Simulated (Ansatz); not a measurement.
Functionals compared on the (11-22) surface of hcp Zr in its 1x1 cell, outermost plane spacing 1.37 Å in the ideal cut, in Ansatz (plane waves, PAW). The structure was relaxed with PBE; the other rows are single points on it, each with its references at the same level. Cutoff 420 eV (500 eV for r2SCAN).

Slab: 16 atoms, 9.6 Å thick at the start (thin: gaps and levels are the slab's own); k 7x6x1, smearing 0.1 eV, dipole-corrected; all atoms relaxed; start symmetry kept, larger cells not searched; no spin, no spin-orbit, no U. These notes are the PBE run's.

```
functional  surface energy (J/m²)  work function of the top face (eV)           rough cost of the single point
----------  ---------------------  ----------------------------------  ---------------------------------------
PBE                          1.73                                3.55                                        –
LDA                          1.92                                3.79          around 2.6 core-minutes (rough)
PBEsol                       1.88                                3.63  about 2.5 core-minutes (a rough figure)
RPBE                         1.62                                3.42          around 2.7 core-minutes (rough)
r2SCAN                          …                                   …    about 6 core-minutes (a rough figure)
```

### Question
What belongs in the gaps?

### Answer

- r2SCAN, surface energy (J/m²): 1.88
- r2SCAN, work function of the top face (eV): 3.56

Ansatz is a program for electronic structure.
